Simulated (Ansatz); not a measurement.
Ru (P6_3/mmc), Ansatz (a program for electronic structure) with PBE, DFPT electron-phonon coupling, linearised Boltzmann equation. Condition of this run: functional PBE, cell relaxed with it. Phonon-limited resistivity 7.46 μΩ·cm at 300 K along y (a = (2.72, 0.00, 0.00) Å; b = (-1.36, 2.36, 0.00) Å; c = (0.00, 0.00, 4.29) Å), 10.3 μΩ·cm at 400 K, current-weighted mean free path 8.6 nm, Drude plasma energy 8.26 eV.

Question: What is the classical skin depth at 1 GHz (nonmagnetic, μ₀ = 1.257×10⁻⁶ H/m)?

Answer: δ = √(ρ/(π f μ₀)) = 4350 nm.

Question: Estimate the electronic thermal conductivity at 300 K by the Wiedemann-Franz law (L₀ = 2.44×10⁻⁸ W·Ω/K²).

Answer: L₀T/ρ = 2.44×10⁻⁸ × 300/(7.46×10⁻⁸) = 98.1 W/(m·K). Inelastic scattering puts the true Lorenz number somewhat under L₀ near and below the Debye temperature.

Question: What temperature coefficient of resistance follows, and how does it compare with 1/T?

Answer: (ρ₄₀₀ − ρ₃₀₀)/(100 K × ρ₃₀₀) = 3.81×10⁻³ K⁻¹, against 1/T = 3.33×10⁻³ K⁻¹ for a resistivity proportional to T. It lies higher because phonons are still being populated at 300 K; impurities would add a constant and lower it.

A metal at this level (no band gap). Only scattering by harmonic phonons is included (no impurities, grain boundaries, electron-electron scattering or thermal expansion). Spin-orbit coupling is left out. Halving the electron mesh (36x36x20) moves the resistivity by up to 5 % at 300 K, the mean free path by up to 5 %. Smearing 0.20 eV; phonons on a 6x6x3 q mesh, which this run doesn't test.
